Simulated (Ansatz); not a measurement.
Consider the following.

```yaml
crystal:
  lattice:
    - [0.00000, 2.82862, 2.82862]
    - [2.82862, 0.00000, 2.82862]
    - [2.82862, 2.82862, 0.00000]
  atoms:
    - { symbol: Be, position: [0.00000, 0.00000, 0.00000] }
    - { symbol: Te, position: [0.75000, 0.75000, 0.75000] }
```

These are r2SCAN with spin-orbit coupling, rigid bands (plane waves, PAW; Ansatz, a quantum-chemistry and plane-wave program) values and carry that method's errors. Cell: cell and atoms relaxed with r2SCAN.

Problem. Predict the hole conductivity mass (n e² τ/σ) at 300 K, by direction if it differs.

Solution. 0.40 mₑ.

Problem. Predict the electron conductivity mass (n e² τ/σ) at 300 K, by direction if it differs.

Solution. 0.38 mₑ.

Problem. And the band gap?

Solution. 2.09 eV at this level; semilocal functionals usually fall short of the measured gap.

Rigid bands, one relaxation time for all states, no polarons.
